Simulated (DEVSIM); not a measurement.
Si n+/n-/n+ resistor

Structure: Si n+/n-/n+ resistor, at 300 K.

```
layer (left to right)  material  thickness (μm)  Nd (cm⁻³)  τn (s)  τp (s)
---------------------  --------  --------------  ---------  ------  ------
1                            Si           0.390     7.9e18  9.1e-5  9.1e-5
2                            Si           0.110     3.1e12  9.1e-5  9.1e-5
3                            Si           0.560     3.7e17  9.1e-5  9.1e-5
```

Left contact: ohmic. Right contact: ohmic. Voltage is applied to the left contact. Recombination: SRH at mid-gap, Auger. Mobility is μmin + (μ − μmin)/(1 + (N/Nref)^α).

Constants are typed, rounded textbook-type inputs, not results; the design itself was drawn at random and stands for no fabricated device. Values at 300 K.

```
parameter           Si
-------------  -------
gap (eV)         1.124
affinity (eV)     4.05
permittivity      11.7
Nc (cm⁻³)      2.86e19
Nv (cm⁻³)       3.1e19
μn (cm²/Vs)       1417
μp (cm²/Vs)        470
μn,min              52
μp,min              45
Nref,n          9.7e16
Nref,p          2.2e17
αn                0.68
αp                0.72
Cn (cm⁶/s)     2.8e-31
Cp (cm⁶/s)     9.9e-32
```

Model (solved in DEVSIM): 1D drift-diffusion, Boltzmann statistics, complete ionisation; no tunnelling, impact ionisation, image-force lowering or self-heating.

Dark forward current:

(V (V), J (A/cm²)): (0.05, 13000); (0.15, 39000); (0.25, 66000); (0.35, 93000); (0.45, 120000); (0.55, 150000); (0.65, 180000); (0.75, 210000); (0.85, 240000); (0.95, 270000); (1.10, 310000); (1.20, 340000); (1.30, 370000); (1.40, 400000); (1.50, 440000); (1.60, 470000); (1.70, 500000); (1.80, 530000); (1.90, 560000); (2.00, 590000)
